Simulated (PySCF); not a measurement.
PySCF 2.14.0, MP2 (frozen core)/cc-pvdz: Ga(fmdH)2(k2OAc) (CC(=O)[O][Ga]([NH]C=N)[NH]C=N), 20 atoms. The geometry is a generated start, not checked to be a minimum at this level.

```
Property                                               Value
-------------------------------  ---------------------------
task                                                     mp2
basis                                                cc-pvdz
two-electron scheme              exact four-centre integrals
frozen core                                             true
mf.init_guess                                minao (default)
mf.DIIS                                      CDIIS (default)
mf.diis_space                                    8 (default)
mf.conv_tol                                  1e-09 (default)
basis functions (reference run)                          212
```

On 4 threads, 1 BLAS thread. Build: conda-forge: OpenMP (GNU), OpenBLAS with its own threads, libcint, Libxc. Single runs; times are not shown.

Values of mol.max_memory tried: 8000 MB, 4000 MB, 2000 MB, 1000 MB, 500 MB, 300 MB, 200 MB.

Q: What happens as the memory setting falls?

A: It runs down to 200 MB, the lowest tried, with the same result. At 8000 MB: SCF integrals in memory, transformation in memory. From 2000 MB down: direct SCF, transformation through a file.

```tsv
mol.max_memory	path	peak memory
8000 MB	SCF integrals in memory, transformation in memory	3.0 GiB
4000 MB	SCF integrals in memory, transformation in memory	3.0 GiB
2000 MB	direct SCF, transformation through a file	1.7 GiB
1000 MB	direct SCF, transformation through a file	1.7 GiB
500 MB	direct SCF, transformation through a file	1.7 GiB
300 MB	direct SCF, transformation through a file	1.7 GiB
200 MB	direct SCF, transformation through a file	1.7 GiB
```

Peak memory is the kernel's count for the largest process, libraries included and scratch files not. The peak passes the setting at 1000 MB, 500 MB, 300 MB, 200 MB: it is no hard cap. MP2's transformation through a file may take 2000 MB even at lower settings.
